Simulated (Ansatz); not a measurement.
# TiAl3: response to strain

Consider TiAl3 (space group I4/mmm, No. 139; a = 3.826 Å, c = 8.554 Å; relaxed with 0.1 eV smearing). Axes: x, y, z lie along a, b, c of the conventional cell.

Strains are applied to the cell and any free atomic positions relax; under biaxial strain the out-of-plane vector relaxes too; under stress the whole cell relaxes.

Calculations: r2SCAN (Ansatz, a program for electronic structure), spin-orbit coupling left out.

Notes on the quantities. pressure: mean of the normal stresses, compression positive; energy relative to the base: free energy F.

```json
[
 {"case": "base", "pressure": "0.0 GPa", "energy relative to the base": "0 meV/atom", "shortest interatomic distance": "2.706 Å", "space group": "I4/mmm (No. 139)"},
 {"case": "biaxial strain −2.69 %, plane normal [001], relaxed out of plane", "pressure": "5.8 GPa", "energy relative to the base": "+21 meV/atom", "shortest interatomic distance": "2.633 Å", "space group": "I4/mmm (No. 139)"},
 {"case": "biaxial strain +1.59 %, plane normal [001], relaxed out of plane", "pressure": "-2.7 GPa", "energy relative to the base": "+6.6 meV/atom", "shortest interatomic distance": "2.749 Å", "space group": "I4/mmm (No. 139)"},
 {"case": "isotropic strain +1.10 %", "pressure": "-3.5 GPa", "energy relative to the base": "+5.9 meV/atom", "shortest interatomic distance": "2.735 Å", "space group": "I4/mmm (No. 139)"},
 {"case": "isotropic strain +3.50 %", "pressure": "-9.6 GPa", "energy relative to the base": "+56 meV/atom", "shortest interatomic distance": "2.800 Å", "space group": "I4/mmm (No. 139)"},
 {"case": "isotropic strain +4.74 %", "pressure": "-12.0 GPa", "energy relative to the base": "+99 meV/atom", "shortest interatomic distance": "2.834 Å", "space group": "I4/mmm (No. 139)"},
 {"case": "tensor shear ε_yz = +1.68 %", "pressure": "0.2 GPa", "energy relative to the base": "+5.8 meV/atom", "shortest interatomic distance": "2.698 Å", "space group": "C2/m (No. 12)"},
 {"case": "tensor shear ε_yz = +0.18 %", "pressure": "0.0 GPa", "energy relative to the base": "+0.1 meV/atom", "shortest interatomic distance": "2.705 Å", "space group": "C2/m (No. 12)"},
 {"case": "uniaxial stress, 8 GPa compression along z", "pressure": "–", "energy relative to the base": "+14 meV/atom", "shortest interatomic distance": "2.724 Å", "space group": "I4/mmm (No. 139)"},
 {"case": "tensor shear ε_yz = −3.02 %", "pressure": "0.5 GPa", "energy relative to the base": "+19 meV/atom", "shortest interatomic distance": "2.693 Å", "space group": "C2/m (No. 12)"}
]
```

Stability under load was not tested beyond the relaxation. The final runs are not spin-polarised.
